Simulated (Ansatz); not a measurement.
Reference: BAs (F-43m), r2SCAN with spin-orbit coupling, rigid bands (plane waves, PAW; Ansatz, a program for electronic structure); axes and stresses refer to this cell.

```yaml
crystal:
  lattice:
    - [0.00000, 2.38394, 2.38394]
    - [2.38394, 0.00000, 2.38394]
    - [2.38394, 2.38394, 0.00000]
  atoms:
    - { symbol: B, position: [0.00000, 0.00000, 0.00000] }
    - { symbol: As, position: [0.25000, 0.25000, 0.25000] }
```

- electron conductivity mass: 0.30 mₑ
- hole conductivity mass: 0.32 mₑ
- Seebeck coefficient, p-type 1e19 cm⁻³: 238 μV/K

```json
[
 {"Change": "biaxial stress in (111) of 3.2 GPa (compression positive)", "electron conductivity mass": "0.30 mₑ", "hole conductivity mass": "___", "Seebeck coefficient, p-type 1e19 cm⁻³": "225 μV/K"},
 {"Change": "biaxial stress in (111) of 9.6 GPa (compression positive)", "electron conductivity mass": "___", "hole conductivity mass": "0.30 mₑ", "Seebeck coefficient, p-type 1e19 cm⁻³": "199 μV/K"},
 {"Change": "hydrostatic pressure of 12.8 GPa (compression positive)", "electron conductivity mass": "0.29 mₑ", "hole conductivity mass": "0.33 mₑ", "Seebeck coefficient, p-type 1e19 cm⁻³": "240 μV/K"},
 {"Change": "hydrostatic pressure of 3.2 GPa (compression positive)", "electron conductivity mass": "0.30 mₑ", "hole conductivity mass": "0.32 mₑ", "Seebeck coefficient, p-type 1e19 cm⁻³": "___"},
 {"Change": "uniaxial stress along [001] of -22.4 GPa (compression positive)", "electron conductivity mass": "0.30 mₑ", "hole conductivity mass": "___", "Seebeck coefficient, p-type 1e19 cm⁻³": "200 μV/K"},
 {"Change": "uniaxial stress along [001] of -9.6 GPa (compression positive)", "electron conductivity mass": "0.30 mₑ", "hole conductivity mass": "0.27 mₑ", "Seebeck coefficient, p-type 1e19 cm⁻³": "194 μV/K"}
]
```

Some entries are withheld; supply them.


- biaxial stress in (111) of 3.2 GPa (compression positive), hole conductivity mass: 0.32 mₑ
- biaxial stress in (111) of 9.6 GPa (compression positive), electron conductivity mass: 0.31 mₑ
- hydrostatic pressure of 3.2 GPa (compression positive), Seebeck coefficient, p-type 1e19 cm⁻³: 239 μV/K
- uniaxial stress along [001] of -22.4 GPa (compression positive), hole conductivity mass: 0.25 mₑ

Masses are for dilute carriers at 300 K, harmonic means over directions unless an axis is named. Seebeck coefficients are for the stated density at 300 K, with one relaxation time for all states and whether or not that doping can be reached. Stresses and pressures are the targets of the relaxation.  The structure type is held under load, also where the real crystal would transform.
